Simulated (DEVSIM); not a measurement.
System: Schottky contact on p-type GaAs, at 300 K.

| layer (left to right) | material | thickness (μm) | Na (cm⁻³) | τn (s) | τp (s) |
|---|---|---|---|---|---|
| 1 | GaAs | 13.0 | 1.2e17 | 2.7e-9 | 2.7e-9 |

Left contact: Schottky, work function 4.954 eV, emission velocity 7.2e6 cm/s. Right contact: ohmic. Voltage is applied to the left contact. Recombination: SRH at mid-gap, radiative, Auger. Mobility is μmin + (μ − μmin)/(1 + (N/Nref)^α).

The device is made up for the run: typed textbook-type constants, with dimensions and the other settings drawn at random. Values at 300 K.

```tsv
parameter	GaAs
gap (eV)	1.424
affinity (eV)	4.07
permittivity	12.9
Nc (cm⁻³)	4.7e17
Nv (cm⁻³)	9e18
μn (cm²/Vs)	8500
μp (cm²/Vs)	400
μn,min	500
μp,min	20
Nref,n	6e16
Nref,p	1.5e17
αn	0.39
αp	0.38
B (cm³/s)	2e-10
Cn (cm⁶/s)	1e-30
Cp (cm⁶/s)	1e-30
```

Simulated with DEVSIM: 1D drift-diffusion, Boltzmann statistics, complete ionisation; no tunnelling, impact ionisation, image-force lowering or self-heating. Metal contacts follow the ideal Schottky-Mott rule: no Fermi-level pinning, no interface dipoles.

Base results: dark forward voltage at 100 A/cm² (V) 0.286; largest field in the device at zero bias (V/cm) 120000; potential step across the device at zero bias (V) 0.428.

### Question
What follows from this one change: metal work function 4.954 → 5.104 eV?

### Answer
dark forward voltage at 100 A/cm² 0.286 → 0.136 V; largest field in the device at zero bias 120000 → 91000 V/cm; potential step across the device at zero bias 0.428 → 0.278 V.

### Question
What follows from this one change: doping Na of layer 1 1.2e+17 → 3.6e+16 cm^-3?

### Answer
dark forward voltage at 100 A/cm² 0.286 → 0.346 V; largest field in the device at zero bias 120000 → 61000 V/cm; potential step across the device at zero bias 0.428 → 0.397 V.

### Question
What follows from this one change: metal work function 4.954 → 4.804 eV?

### Answer
dark forward voltage at 100 A/cm² 0.286 → 0.436 V; largest field in the device at zero bias 120000 → 140000 V/cm; potential step across the device at zero bias 0.428 → 0.578 V.

### Question
What follows from this one change: thickness of layer 1 13 → 7.8 μm?

### Answer
dark forward voltage at 100 A/cm² 0.286 → 0.274 V; largest field in the device at zero bias little changed (120000 V/cm); potential step across the device at zero bias little changed (0.428 V).

### Question
What follows from this one change: constant mobility in place of the doping-dependent one?

### Answer
dark forward voltage at 100 A/cm² 0.286 → 0.267 V; largest field in the device at zero bias little changed (120000 V/cm); potential step across the device at zero bias little changed (0.428 V).
